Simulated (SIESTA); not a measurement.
# Input and output of a self-consistent single point for MgInCu4 (F-43m, 6 atoms in the cell) (SIESTA)

Method: LDA PW92, numerical atomic orbitals DZP, PseudoDojo LDA standard norm-conserving potentials (rewritten from UPF to PSML) (SIESTA).

The input file:

```
# files in the folder: Mg.psml In.psml Cu.psml (PseudoDojo LDA standard)
SystemName  MgInCu4
SystemLabel mgincu4

NumberOfAtoms                6
NumberOfSpecies              3
%block ChemicalSpeciesLabel
  1 12 Mg
  2 49 In
  3 29 Cu
%endblock ChemicalSpeciesLabel
LatticeConstant              1.0 Ang
%block LatticeVectors
     0.000000000    3.488345000    3.488345000
     3.488345000    0.000000000    3.488345000
     3.488345000    3.488345000    0.000000000
%endblock LatticeVectors
AtomicCoordinatesFormat      Ang
%block AtomicCoordinatesAndAtomicSpecies
     0.000000000    0.000000000    0.000000000  1
     1.744172500    1.744172500    1.744172500  2
     2.614654111    4.362035889    2.614654111  3
     4.362035889    4.362035889    4.362035889  3
     4.362035889    2.614654111    2.614654111  3
     2.614654111    2.614654111    4.362035889  3
%endblock AtomicCoordinatesAndAtomicSpecies

XC.functional                LDA
XC.authors                   PW92
PAO.BasisSize                DZP
PAO.EnergyShift              0.01 Ry
MeshCutoff                   350 Ry
%block kgrid.MonkhorstPack
   11   0   0  0.0
    0  11   0  0.0
    0   0  11  0.0
%endblock kgrid.MonkhorstPack
OccupationFunction           FD
ElectronicTemperature        100.0 meV

MaxSCFIterations             150
SCF.Mixer.Method             Pulay
SCF.Mixer.Weight             0.25
SCF.Mixer.History            8
SCF.DM.Tolerance             1.0E-04
Diag.ParallelOverK           true
WriteForces                  true
```

The program printed (abridged):

```
reinit: Reading from file input.fdf

reinit: System Name: MgInCu4
reinit: System Label: mgincu4

coor:   Atomic-coordinates input format  =     Cartesian coordinates
coor:                                          (in Angstroms)

siesta: Atomic coordinates (Bohr) and species
siesta:      0.00000   0.00000   0.00000  1        1
siesta:      3.29601   3.29601   3.29601  2        2
siesta:      4.94098   8.24305   4.94098  3        3
siesta:      8.24305   8.24305   8.24305  3        4
siesta:      8.24305   4.94098   4.94098  3        5
siesta:      4.94098   4.94098   8.24305  3        6

siesta: System type = bulk

initatomlists: Number of atoms, orbitals, and projectors:      6   103    98

siesta: ******************** Simulation parameters ****************************
redata: Spin configuration                          = none
redata: Time-Reversal Symmetry                      = T
redata: Number of Atomic Species                    =        3
redata: Mesh Cutoff                                 =   350.0000 Ry
redata: Net charge of the system                    =     0.0000 |e|
redata: Min. number of SCF Iter                     =        0
redata: Max. number of SCF Iter                     =      150
redata: SCF convergence failure will abort job
redata: SCF mix quantity                            = Hamiltonian
redata: Mix DM or H after convergence               =   F
redata: Recompute H after scf cycle                 =   F
redata: Mix DM in first SCF step                    =   T
redata: No kicks to SCF
redata: DM Mixing Weight for Kicks                  =     0.5000
redata: Require Harris convergence for SCF          =   F
redata: Harris energy tolerance for SCF             =     0.000100 eV
redata: Require DM convergence for SCF              =   T
redata: DM tolerance for SCF                        =     0.000100
redata: Require EDM convergence for SCF             =   F
redata: EDM tolerance for SCF                       =     0.001000 eV
redata: Require H convergence for SCF               =   T
redata: Hamiltonian tolerance for SCF               =     0.001000 eV
redata: Require (free) Energy convergence for SCF   =   F
redata: (free) Energy tolerance for SCF             =     0.000100 eV
redata: Using DFT-D3 dispersion                     =   F
redata: Using Saved Data (generic)                  =   F
redata: Method of Calculation                       = Diagonalization
redata: Electronic Temperature                      =  1160.4518 K
redata: Number of TDED substeps                     =        3
redata: Dynamics option                             = Single-point calculation
redata: Save all siesta data in one NC              =   F
redata: ***********************************************************************

%block SCF.Mixers
  Pulay
%endblock SCF.Mixers

%block SCF.Mixer.Pulay
  # Mixing method
  method pulay
  variant stable

  # Mixing options
  weight 0.2500
  weight.linear 0.2500
  history 8
%endblock SCF.Mixer.Pulay

DM_history_depth set to one: no extrapolation allowed by default for geometry relaxation
Size of DM history Fstack: 1
Total number of electrons:    99.000000
Total ionic charge:    99.000000

* ProcessorY, Blocksize:    1  64

* Orbital distribution balance (max,min):   103   103

 Kpoints in:          726 . Kpoints trimmed:          666

siesta: k-grid: Number of k-points = 666
siesta: k-points from Monkhorst-Pack grid
siesta: k-cutoff (effective) =    27.133 Ang
siesta: k-point supercell and displacements
siesta: k-grid:    11     0     0      0.000
siesta: k-grid:     0    11     0      0.000
siesta: k-grid:     0     0    11      0.000

diag: Algorithm                                     = D&C
diag: Parallel over k                               =   F
diag: Use parallel 2D distribution                  =   F
diag: Parallel block-size                           = 64
diag: Parallel distribution                         =     1 x     1
diag: Used triangular part                          = Lower
diag: Absolute tolerance                            =  0.100E-15
diag: Orthogonalization factor                      =  0.100E-05
diag: Memory factor                                 =  1.0000

superc: Internal auxiliary supercell:     5 x     5 x     5  =     125
superc: Number of atoms, orbitals, and projectors:    750  12875  12250

                        Single-point calculation

superc: Internal auxiliary supercell:     5 x     5 x     5  =     125
superc: Number of atoms, orbitals, and projectors:    750  12875  12250

outcell: Unit cell vectors (Ang):
        0.000000    3.488345    3.488345
        3.488345    0.000000    3.488345
        3.488345    3.488345    0.000000

outcell: Cell vector modules (Ang)   :    4.933265    4.933265    4.933265
outcell: Cell angles (23,13,12) (deg):     60.0000     60.0000     60.0000
outcell: Cell volume (Ang**3)        :     84.8962
new_DM -- step:     1
Initializing Density Matrix...

Attempting to read DM from file... Failed...
DM filled with atomic data:

InitMesh: MESH = 48 x 48 x 48 = 110592
InitMesh: Mesh cutoff (required, used) =   350.000   392.470 Ry

stepf: Fermi-Dirac step function

        iscf     Eharris(eV)        E_KS(eV)     FreeEng(eV)     dDmax    Ef(eV) dHmax(eV)
   scf:    1   -23483.880388   -23859.750590   -23859.887118  3.182857  2.653751 47.499561
   scf:    2   -23992.761992   -24024.069314   -24024.138928  3.481490 -2.646945  9.601820
   scf:    3   -24035.443426   -24030.924629   -24031.003810  0.206527 -2.408810  4.389697
   scf:    4   -24029.071295   -24031.241383   -24031.330391  0.338019 -2.111796  3.350216
   scf:    5   -24031.251089   -24031.873091   -24031.957406  0.153440 -2.420562  1.513859
   scf:    6   -24032.097310   -24032.031074   -24032.116288  0.033134 -2.352633  0.346326
   scf:    7   -24032.030938   -24032.034565   -24032.120260  0.019688 -2.337419  0.152034
   scf:    8   -24032.036904   -24032.035983   -24032.121626  0.003713 -2.348246  0.049464
   scf:    9   -24032.035379   -24032.035967   -24032.121529  0.002251 -2.356677  0.058918
   scf:   10   -24032.036143   -24032.036160   -24032.121783  0.002128 -2.353583  0.002942
   scf:   11   -24032.036162   -24032.036161   -24032.121783  0.000091 -2.353710  0.000838

SCF Convergence by DM+H criterion
max |DM_out - DM_in|         :     0.0000906792
max |H_out - H_in|      (eV) :     0.0008379192
SCF cycle converged after 11 iterations

Using DM_out to compute the final energy and forces

siesta: E_KS(eV) =           -24032.0362

siesta: E_KS - E_eggbox =    -24032.0362

siesta: Atomic forces (eV/Ang):
     1    0.000000    0.000000   -0.000000
     2   -0.000000    0.000000   -0.000000
     3   -0.010104    0.010104   -0.010104
     4    0.010104    0.010104    0.010104
     5    0.010104   -0.010104   -0.010104
     6   -0.010104   -0.010104    0.010104
   Tot   -0.000000   -0.000000    0.000000
   Max    0.010104
   Res    0.008250    sqrt( Sum f_i^2 / 3N )
   Max    0.010104    constrained

Stress tensor Voigt[x,y,z,yz,xz,xy] (kbar):       73.39       73.39       73.39        0.00        0.00       -0.00
(Free)E + p*V (eV/cell)   -24036.0104
Target enthalpy (eV/cell)   -24032.1218

siesta: Program's energy decomposition (eV):
siesta: Ebs     =     -3526.423319
siesta: Eions   =     29458.500373
siesta: Ena     =      1529.947006
siesta: Ekin    =     11474.655526
siesta: Enl     =     -4528.386617
siesta: Eso     =         0.000000
siesta: Edftu   =         0.000000
siesta: DEna    =       191.471182
siesta: DUscf   =        10.740944
siesta: DUext   =         0.000000
siesta: Ex      =     -3009.094861
siesta: Ec      =      -242.868969
siesta: Exc     =     -3251.963830
siesta: Eharris =    -24032.036162
siesta: Etot    =    -24032.036161
siesta: FreeEng =    -24032.121783

siesta: Stress tensor (static) (eV/Ang**3):
siesta:     0.045805   -0.000000    0.000000
siesta:    -0.000000    0.045805    0.000000
siesta:     0.000000    0.000000    0.045805

siesta: Cell volume =         84.896207 Ang**3

siesta: Pressure (static):
siesta:                Solid            Molecule  Units
siesta:          -0.00049887         -0.00050340  Ry/Bohr**3
siesta:          -0.04580451         -0.04622045  eV/Ang**3
siesta:         -73.38691319        -74.05331936  kBar
```

The run converged in 11 iterations.

The starting cell comes from a database of computed structures (which also holds hypothetical and non-ambient phases and stackings), without a prior relaxation at this level. Spin polarisation is off. Values carry the incompleteness of an atom-centred basis. With a pressure of about -7 GPa the cell is away from its equilibrium volume at this level.

Cost on one core of a shared machine: roughly 3 min.
